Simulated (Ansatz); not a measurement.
Nb: pressure series

Start from Nb in the bcc (W type) structure (space group Im-3m, No. 229).

```xyz
1
Lattice="-1.6548 1.6548 1.6548 1.6548 -1.6548 1.6548 1.6548 1.6548 -1.6548" Properties=species:S:1:pos:R:3 pbc="T T T"
Nb     0.0000     0.0000     0.0000
```

Cell and atoms are relaxed at each pressure.

Levels (all Ansatz, a first-principles code, PAW, earlier PAW set): PBE (420 eV, without spin-orbit coupling); PBEsol (420 eV, spin-orbit coupling left out).

The base cell above is that of PBE; each level relaxes its own structures.

| case | volume per atom, PBE | volume per atom, PBEsol |
|---|---|---|
| pressure −2 GPa | 18.35 Å³ | 17.70 Å³ |
| pressure −1 GPa | 18.24 Å³ | 17.60 Å³ |
| pressure 3 GPa | 17.82 Å³ | 17.23 Å³ |
| pressure 7 GPa | 17.44 Å³ | 16.89 Å³ |
| pressure 15 GPa | 16.79 Å³ | 16.29 Å³ |
| pressure 30 GPa | 15.82 Å³ | 15.39 Å³ |
| pressure 50 GPa | 14.81 Å³ | 14.44 Å³ |
| pressure 75 GPa | 13.82 Å³ | 13.49 Å³ |
| pressure 100 GPa | 13.05 Å³ | 12.78 Å³ |

PBE lies above PBEsol in every row, by 0.27 Å³ to 0.65 Å³. They put the cases in the same order.

Load acts through the strain it causes; cell and atoms are relaxed under it. Whether these cells are dynamically stable was not tested. Competing high-pressure phases were not computed. The final runs are not spin-polarised.
